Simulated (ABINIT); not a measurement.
A short convergence ladder for TiB₂ (P6/mmm, 3 atoms in the cell)

```
TiB2
1.0
    1.50743    -2.61094     0.00000
    1.50743     2.61094     0.00000
    0.00000     0.00000     3.21385
Ti B
1 2
Direct
  0.00000   0.00000   0.00000
  0.33333   0.66667   0.50000
  0.66667   0.33333   0.50000
```

Base method: PBE, norm-conserving pseudopotentials (PseudoDojo nc-sr-05 PBE standard) (plane waves; ABINIT).

Base settings: pseudos = [Ti.upf, B.upf]; ecut = 42 Ha; occopt = 3; tsmear = 0.1 eV; ngkpt = 6 6 5; nshiftk = 1; shiftk = 0 0 0; potentials = PseudoDojo nc-sr-05 PBE standard; nband = 14; kptopt = 1.

Core times come from one kind of shared machine, to one figure; runs under 30 s give none.

**Zone-centre phonons against the cutoff**

In this ladder: tolvrs = default; prtwf = default; prtden = default; istwfk = *1; tolvrs1 = 1e-16; ndtset = 2; prtwf1 = 1; getwfk2 = 1; kptopt2 = 2.

The mesh stays at the base's, so the ladder's end is converged at best in this setting alone.

Frequencies are those of the unrelaxed cell, without the LO-TO term of polar crystals.

Only quantities that move along the ladder and can be compared are tabulated.

| ecut | highest zone-centre frequency (cm⁻¹) | lowest optical frequency (cm⁻¹) | core time / last (rough) |
|---|---|---|---|
| 21 Ha | 875.7 | 472.0 | 0.2 |
| 29 Ha | 896.4 | 512.7 | 0.2 |
| 42 Ha | 890.5 | 506.3 | 0.4 |
| 63 Ha | 890.6 | 506.3 | 1 |

Coarsest ecut that holds the lowest optical frequency within 1 cm⁻¹ of the last step, with all finer ones: 42 Ha, at about 0.4 of the last step's time; the step before is off by 6.3 cm⁻¹.

Coarsest ecut that holds the highest zone-centre frequency within 1 cm⁻¹ of the last step, with all finer ones: 42 Ha, at about 0.4 of the last step's time; the step before is off by 5.8 cm⁻¹.

On the base run: the starting cell has typed, rounded lattice constants, without a prior relaxation at this level. Its lattice was rescaled by up to half a per cent. Spin polarisation is off. In the base run, with a pressure of about 4 GPa the cell is away from its equilibrium volume at this level. Without a gap this mesh is coarse (it stands for a supercell whose shortest vector is 16 Å).
